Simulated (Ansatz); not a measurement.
Effect of pressure −1 GPa on BaB6

Start from BaB₆ (space group Pm-3m, No. 221; a = 4.2413 Å).

It is then changed as follows: a negative pressure, −1 GPa.

Calculations: Kohn–Sham DFT with the PBEsol functional, run in Ansatz (a program for electronic structure) with PAW and 420 eV plane waves, scalar-relativistic without spin-orbit coupling. k-mesh 8×8×8 (Γ-centred); smearing 0.05 eV (Fermi–Dirac).

Volume per atom: 10.97 Å³ (base 10.90 Å³)
Density: 4.37 g/cm³ (base 4.40 g/cm³)
Lattice parameter a: 4.251 Å (base 4.241 Å)
Shortest interatomic distance: 1.741 Å (base 1.736 Å)
Band gap: zero (base zero)

Final structure:

```xyz
7
Lattice="4.2508 0.0000 0.0000 0.0000 4.2508 0.0000 0.0000 0.0000 4.2508" Properties=species:S:1:pos:R:3 pbc="T T T"
Ba     0.0000     0.0000     0.0000
B      0.8706     2.1254     2.1254
B      3.3802     2.1254     2.1254
B      2.1254     0.8706     2.1254
B      2.1254     3.3802     2.1254
B      2.1254     2.1254     0.8706
B      2.1254     2.1254     3.3802
```

Load acts through the strain it causes; cell and atoms are relaxed under it. Whether these cells are dynamically stable was not tested. The final runs are not spin-polarised. Gaps under 0.05 eV, about the width of the smearing, are given as zero. A zero or small gap of BaB6 can be the functional's error rather than a property of the material.
